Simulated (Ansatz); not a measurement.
**Effect of biaxial strain −3.54 %, plane normal [001], relaxed out of plane on hypothetical P6_3/mmc PbI2**

Take PbI$_{2}$ in the 2H-MoS2 type structure (space group P6_3/mmc, No. 194; a = 4.397 Å, c = 14.847 Å; a hypothetical phase, not in the database extracts checked) as the base. Axes: x lies along a and z along c of the hexagonal cell.

Now apply this change: compressive biaxial strain of 3.54 % in the plane normal to [001], as in epitaxy on a mismatched substrate; the out-of-plane cell vector and the atoms relax.

Calculations: PBE-D3(BJ) (Ansatz, an electronic-structure program, PAW, spin-orbit coupling left out). Γ-centred 9×9×3 mesh, Fermi–Dirac width 0.05 eV.

| quantity | base | changed | shift |
|---|---|---|---|
| volume per atom | 41.42 Å³ | 39.37 Å³ | -2.055 Å³ |
| space group | P6_3/mmc (No. 194) | P6_3/mmc (No. 194) | – |
| shortest interatomic distance | 3.261 Å | 3.232 Å | -0.029 Å |
| pressure (mean of the normal stresses, compression positive) | 0.00 GPa | 0.90 GPa | +0.90 GPa |
| band gap | 1.98 eV | 1.48 eV | -0.50 eV |
| gap character | indirect, Γ → K | indirect, Γ → K | – |
| smallest direct gap | 2.33 eV | 2.18 eV | -0.15 eV |
| width of the top valence band | 0.64 eV | 0.94 eV | +0.294 eV |
| valley order (the lowest conduction-band minima on the path, energy above the VBM, named in the base's zone) | K (1/3, 1/3, 0) 1.98 eV; M (1/2, 0, 0) 2.16 eV; Γ 2.81 eV | K (-1/3, -1/3, 0) 1.48 eV; M (0, 1/2, 0) 1.76 eV; H (-1/3, -1/3, 1/2) 1.76 eV; L (0, 1/2, 1/2) 2.18 eV; Γ 2.87 eV | – |
| out-of-plane strain | – | +2.14 % | – |
| ratio −ε⊥/ε∥ | – | 0.61 | – |

Final structure (turned so that z lies along the plane normal):

```
PbI2
1.0
    4.24101     0.00000     0.00000
    2.12050     3.67282     0.00000
    0.00000     0.00000    15.16485
Pb I
2 4
Direct
  0.33333   0.33333   0.75000
  0.66667   0.66667   0.25000
  0.33333   0.33333   0.11087
  0.66667   0.66667   0.61087
  0.66667   0.66667   0.88913
  0.33333   0.33333   0.38913
```

With I and Pb present, leaving out spin-orbit coupling can change the band edges. Stability against distortions was not tested.
